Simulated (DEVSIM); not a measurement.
Device: abrupt Ge p-n junction, at 300 K.

Layer 1 from the left is Ge, thickness (μm) 89.0, Na (cm⁻³) 1.6e17, τn (s) 4.5e-6, τp (s) 4.5e-6. Layer 2 from the left is Ge, thickness (μm) 170, Nd (cm⁻³) 4.5e13, τn (s) 4.5e-6, τp (s) 4.5e-6.

Left contact: ohmic. Right contact: ohmic. Voltage is applied to the left contact. Recombination: SRH at mid-gap. Mobility is constant in doping.

The device is made up for the run: typed textbook-type constants, with dimensions and the other settings drawn at random. Values at 300 K.

Ge: gap (eV) 0.664, affinity (eV) 4, permittivity 16, Nc (cm⁻³) 1.04e19, Nv (cm⁻³) 6e18, μn (cm²/Vs) 3900, μp (cm²/Vs) 1900.

Model (solved in DEVSIM): 1D drift-diffusion, Boltzmann statistics, complete ionisation; no tunnelling, impact ionisation, image-force lowering or self-heating.

Task: What does the simulation give for the dark forward voltage at 100 A/cm², the largest field in the device at zero bias, the potential step across the device at zero bias, the dark forward voltage at 1 A/cm²?

Result: dark forward voltage at 100 A/cm² 0.597 V; largest field in the device at zero bias 19000 V/cm; potential step across the device at zero bias 0.255 V; dark forward voltage at 1 A/cm² 0.212 V.
